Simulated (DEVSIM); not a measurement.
Structure: illuminated Si n-on-p cell, one wavelength, with a back-surface field, at 400 K.

```tsv
layer (left to right)	material	thickness (μm)	Nd (cm⁻³)	Na (cm⁻³)	τn (s)	τp (s)	absorption coefficient (cm⁻¹)
1	Si	0.490	4.8e18	-	3.4e-6	3.9e-7	4900
2	Si	290	-	7.2e15	1e-5	1e-5	4900
3	Si	0.550	-	2.2e18	1e-5	1e-5	4900
```

Left contact: ohmic, minority hole recombination velocity 70000 cm/s. Right contact: ohmic, minority electron recombination velocity 2e5 cm/s. Voltage is applied to the left contact. Recombination: SRH at mid-gap, radiative, Auger. Gap narrowing is on: ΔEg = 6.92 meV × (l + √(l² + 0.5)), l = ln(N/1.3e17 cm⁻³), shared equally by both band edges. Light enters at the left, 1.6e18 photons cm⁻² s⁻¹, one pass, no reflection. Mobility is μmin + (μ − μmin)/(1 + (N/Nref)^α).

This is a model device: material constants are rounded textbook-type values typed into the input, and sizes, dopings and lifetimes were drawn at random. Values at 300 K; Nc and Nv go as T^1.5, mobilities as T to minus their exponent, the gap by Varshni's rule with the affinity fixed.

| parameter | Si |
|---|---|
| gap (eV) | 1.124 |
| affinity (eV) | 4.05 |
| permittivity | 11.7 |
| Nc (cm⁻³) | 2.86e19 |
| Nv (cm⁻³) | 3.1e19 |
| μn (cm²/Vs) | 1417 |
| μp (cm²/Vs) | 470 |
| μn,min | 52 |
| μp,min | 45 |
| Nref,n | 9.7e16 |
| Nref,p | 2.2e17 |
| αn | 0.68 |
| αp | 0.72 |
| T exponent of μn | 2.3 |
| T exponent of μp | 2.2 |
| B (cm³/s) | 4.7e-15 |
| Cn (cm⁶/s) | 2.8e-31 |
| Cp (cm⁶/s) | 9.9e-32 |
| Varshni α (eV/K) | 0.000473 |
| Varshni β (K) | 636 |

Simulated with DEVSIM: 1D drift-diffusion, Boltzmann statistics, complete ionisation; no tunnelling, impact ionisation, image-force lowering or self-heating.

The photon flux was swept, all else fixed.

| photon flux (cm^-2 s^-1) | share of generated pairs collected at short circuit | open-circuit voltage (V) | short-circuit current (mA/cm²) | largest power (mW/cm²) |
|---|---|---|---|---|
| 4.8e16 | 0.924 | 0.300 | 7.10 | 1.41 |
| 1.6e17 | 0.924 | 0.341 | 23.7 | 5.54 |
| 4.8e17 | 0.924 | 0.379 | 71.1 | 18.8 |
| 1.6e18 | 0.925 | 0.419 | 237 | 68.9 |
| 4.8e18 | 0.927 | 0.455 | 713 | 209 |
| 1.6e19 | 0.930 | 0.492 | 2380 | 563 |
| 4.8e19 | 0.747 | 0.525 | 5750 | 1050 |

From the first row to the last the share of generated pairs collected at short circuit goes from 0.924 to 0.747. From the first row to the last the open-circuit voltage goes from 0.300 to 0.525.
